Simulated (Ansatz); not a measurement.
Worked example: self-consistent single point of LaCu₂ (P6mm, 3 atoms in the cell) in Ansatz (a first-principles code).

Method: PBEsol, default PAW files made with PBE (plane waves; Ansatz).

```
CELL_PARAMETERS angstrom
      4.31319     0.00000     0.00000
     -2.15659     3.73533     0.00000
      0.00000     0.00000     3.86251
ATOMIC_POSITIONS crystal
  La 0.00000 0.00000 0.01294
  Cu 0.33333 0.66667 0.50000
  Cu 0.66667 0.33333 0.50000
```

Reference input (self-consistent single point, DFT, PBEsol, plane waves, default PAW files made with PBE): basis.ecutwfc = 420 eV; kpoints.mp_grid.grid = 9 9 9; hamiltonian.xc = pbesol; hamiltonian.pseudopotentials = {kind: paw} (the program's default PAW files); scf.occupations.method = fermi_dirac; scf.occupations.width = 0.1 eV. This run's input differs from it in these lines:

Ansatz 0.2 input:
```diff
@@ -13,3 +13,3 @@
   mp_grid:
-    grid: [9, 9, 9]
+    grid: [21, 21, 20]
 hamiltonian:
@@ -21,3 +21,3 @@
     method: fermi_dirac
-    width: 0.1 eV
+    width: 0.02 eV
 output:
```

The program printed (abridged):

```
SCF iter   1: F=—  HF=-19339.303481 eV  |F-HF|=—  |Δ(HF+E_count)|=         —  Δρ=1.65e-2  dr2=1.10e-1  ethr=1.77e-3  ⟨swp⟩=5.5  Hψ=54908  notcnv=0
all-band conjugate gradients solve this SCF's bands
preconditioner: auto → Kerker (q_TF=auto, 2.622 Å⁻¹)
SCF iter   2: F=—  HF=-19339.287972 eV  |F-HF|=—  |Δ(HF+E_count)|=   1.55e-2  Δρ=1.97e-3  dr2=1.37e-3  ethr=2.25e-4  ⟨swp⟩=2.0  Hψ=28934  notcnv=0  defer=448
   [... lines left out ...]
SCF iter   4: F=—  HF=-19339.285929 eV  |F-HF|=—  |Δ(HF+E_count)|=   4.25e-4  Δρ=4.92e-4  dr2=2.36e-4  ethr=2.79e-6  ⟨swp⟩=2.0  Hψ=20020  notcnv=0  defer=454
SCF iter   5: F=—  HF=-19339.285907 eV  |F-HF|=—  |Δ(HF+E_count)|=   2.13e-5  Δρ=1.49e-4  dr2=1.67e-5  ethr=4.81e-7  ⟨swp⟩=2.2  Hψ=21548  notcnv=0  defer=454
SCF iter   6: F=—  HF=-19339.285914 eV  |F-HF|=—  |Δ(HF+E_count)|=   6.89e-6  Δρ=2.26e-5  dr2=4.79e-7  ethr=3.40e-8  ⟨swp⟩=2.3  Hψ=26059  notcnv=0  defer=454
SCF iter   7: F=-19339.285914 eV  HF=-19339.285914 eV  |F-HF|=1.25e-9  |Δ(HF+E_count)|=   9.81e-8  Δρ=4.03e-6  dr2=7.93e-9  ethr=2.04e-10  ⟨swp⟩=7.8  Hψ=70652  notcnv=0
SCF 1 converged in 7 iterations: F = -19339.285914 eV  dr2 = 7.93e-9
Free energy (F): -19339.285914 eV
Internal energy: -19339.283514 eV  (E = F + TS)
E sigma→0 (E₀):  -19339.284714 eV
Entropy (-TS):   -0.002401 eV (-0.800 meV/atom)
Fermi energy:    12.740165 eV
--- Forces (eV/Å), atoms counted from 1 ---
  atom   1  La    -0.00000000     0.00000000    -0.17462239
  atom   2  Cu    -0.00000000     0.00000000     0.08730041
  atom   3  Cu     0.00000000    -0.00000000     0.08730041
--- Stress (GPa, compression-positive) ---
       -3.155706      -0.000000       0.000000
       -0.000000      -3.155706       0.000000
        0.000000      -0.000000      -2.944145
  P = ⅓ Tr σ = -3.0852 GPa (-30.852 kbar)
  The stress holds the Pulay correction. Without it, at fixed plane waves, as pw.x and ABINIT print it: P = -3.1178 GPa
```

The run converged in 7 iterations. Against the reference run the free energy goes up by 10.2 meV/atom, the pressure moves little (-3.06 to -3.09 GPa) and the largest force stays at 0.175 eV/Å.

The starting cell comes from a database of computed structures (which also holds hypothetical and non-ambient phases and stackings), without a prior relaxation at this level. Its lattice was rescaled by up to half a per cent. One atom was moved a little off its site on purpose. Spin polarisation is off. With a pressure of about -3 GPa the cell is away from its equilibrium volume at this level. Ansatz's pressure includes its estimate of the finite-basis (Pulay) stress.

Cost on one core of a shared machine: roughly 2 min.
